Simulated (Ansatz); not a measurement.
An Ansatz (an electronic-structure program) run: Ru; LDA, PAW, 420 eV (Ansatz; without spin-orbit coupling).

Input:

Ansatz 0.2 input:
```yaml
crystal:
  lattice:
    - [2.676078811, 0, 0]
    - [-1.3380394055, 2.3175522329, 0]
    - [0, 0, 4.2206165375]
  atoms:
    - { symbol: Ru, position: [0.6666666667, 0.3333333333, 0.75] }
    - { symbol: Ru, position: [0.3333333333, 0.6666666667, 0.25] }
basis: { ecutwfc: 420, ecutrho_ratio: 4, xc_grid: 2, fft_grid_basis: typed }
kpoints: { mp_grid: { grid: [20, 20, 11] } }
hamiltonian:
  xc: lda
  dispersion: none
  pseudopotentials: { kind: paw }
scf: { occupations: { method: fermi_dirac, width: 0.05 }, convergence: { dr2_threshold: 0.0000000002 } }
output: { forces: true, stress: true }
checkpoint: { write: state.ck, write_every: 1000 }
```

Output (explanatory and most iteration lines left out):

```
Pseudopotential: Ru, paw, valence charge 16
Crystal: 2 atoms, lattice volume = 26.176 Å³
Basis set: ecut = 420 eV, 537 PW (Γ), exchange–correlation on 36×36×60 points (8 copies of the dense FFT grid, shifted against one another)
Bands: 20, of which v1, the nominal top of the filled ones, is band 16 counted from 1 (15 counted from 0)
Symmetry: 24 space group operations
Space group: P63/mmc (ITA 194), of the structure as read, at distance tolerance 3.0e-5 Å
k-points: 264 of 4400
Functional: x = slater, c = lda
SCF iter   1: F=—  HF=-11516.597982 eV  |F-HF|=—  |Δ(HF+E_count)|=         —  Δρ=1.03e-2  dr2=1.26e-2  ethr=1.77e-3  ⟨swp⟩=5.0  Hψ=20881  notcnv=0
SCF iter   2: F=—  HF=-11516.596608 eV  |F-HF|=—  |Δ(HF+E_count)|=   1.37e-3  Δρ=5.48e-3  dr2=3.23e-3  ethr=3.93e-5  ⟨swp⟩=2.7  Hψ=10459  notcnv=0
SCF 1 converged in 7 iterations: F = -11516.596175 eV  dr2 = 1.01e-11
SCF converged after 7 iterations
Free energy (F): -11516.596175 eV
Internal energy: -11516.583264 eV  (E = F + TS)
E sigma→0 (E₀):  -11516.589720 eV
Entropy (-TS):   -0.012911 eV (-6.455 meV/atom)
Fermi energy:    24.315217 eV
--- Forces (eV/Å), atoms counted from 1 ---
  atom   1  Ru    -0.00000000     0.00000000     0.00000000
  atom   2  Ru    -0.00000000    -0.00000000     0.00000000
--- Stress (GPa, compression-positive) ---
       -0.000017       0.000000       0.000000
        0.000000      -0.000017       0.000000
        0.000000       0.000000      -0.000211
  P = ⅓ Tr σ = -0.0001 GPa (-0.001 kbar)
```

Whether these cells are dynamically stable was not tested. The final runs are not spin-polarised. The cell is Ru in the hcp (Mg type) structure (space group P6_3/mmc, No. 194).
